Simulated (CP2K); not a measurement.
Band structure of SnO2 (P4_2/mnm, 6 atoms in the cell).

```yaml
crystal:
  lattice:
    - [4.79341, 0.00000, 0.00000]
    - [0.00000, 4.79341, 0.00000]
    - [0.00000, 0.00000, 3.22675]
  atoms:
    - { symbol: Sn, position: [0.50000, 0.50000, 0.50000] }
    - { symbol: Sn, position: [0.00000, 0.00000, 0.00000] }
    - { symbol: O, position: [0.19403, 0.80597, 0.50000] }
    - { symbol: O, position: [0.80597, 0.19403, 0.50000] }
    - { symbol: O, position: [0.69403, 0.69403, 0.00000] }
    - { symbol: O, position: [0.30597, 0.30597, 0.00000] }
```

Method: PBE, GPW, DZVP-MOLOPT-PBE-GTH basis, GTH-PBE potentials (POTENTIAL_UZH) in CP2K 2026.2.

Settings: CUTOFF = 500 Ry; REL_CUTOFF = 50 Ry; SMEAR/METHOD = FERMI_DIRAC; ELECTRONIC_TEMPERATURE = 232.09 K; KPOINTS/SCHEME = MONKHORST-PACK 4 4 5; GAMMA_CENTERED = T; XC_FUNCTIONAL = PBE; Sn/BASIS_SET = DZVP-MOLOPT-PBE-GTH-q14; Sn/POTENTIAL = GTH-PBE-q14; O/BASIS_SET = DZVP-MOLOPT-PBE-GTH-q6; O/POTENTIAL = GTH-PBE-q6; METHOD = GPW; EPS_DEFAULT = 1e-11; EXTRAPOLATION = USE_GUESS.

The starting cell comes from a database of computed structures (which also holds hypothetical and non-ambient phases and stackings), without a prior relaxation at this level. Its lattice was rescaled by a random factor within 2.5 % of one. Values carry the incompleteness of an atom-centred basis.

### Question
Predict the gap along the standard path and the places of the band edges.

### Answer
The gap along the path is 0.43 eV, direct at Γ to within 0.01 eV.

Levels in eV from the top of the valence band on the SCF mesh, bands 23 to 27:
| point | 23 | 24 | 25 | 26 | 27 |
|---|---|---|---|---|---|
| Γ | -1.25 | -0.75 | -0.75 | 0.00 | 0.43 |
| X | -1.21 | -1.21 | -0.61 | -0.61 | 3.68 |
| M | -1.33 | -1.33 | -0.86 | -0.86 | 4.08 |
| Z | -1.56 | -1.56 | -1.20 | -1.20 | 5.29 |
| R | -1.03 | -1.03 | -0.73 | -0.73 | 5.57 |
| A | -0.93 | -0.93 | -0.79 | -0.79 | 4.02 |

Higher empty bands are left out: an atom-centred basis made for the valence describes them poorly.
